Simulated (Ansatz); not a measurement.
The parent structure is Mg in the hcp (Mg type) structure (space group P6_3/mmc, No. 194; a = 3.175 Å, c = 5.185 Å).

Level of theory: r2SCAN/PAW in Ansatz (an electronic-structure program), spin-orbit coupling left out, earlier PAW set.

For the base:

```
Item                   Value
-------------------  -------
Lattice parameter a  3.175 Å
```

It is then changed as follows: every Mg is replaced by Li, then cell and atoms are relaxed.

Problem. What happens to the lattice parameter a?

Solution. The lattice parameter a falls by 0.0772 Å to 3.097 Å.

Stability against distortions was not tested. This is not the structure that Li has at room temperature and ambient pressure.
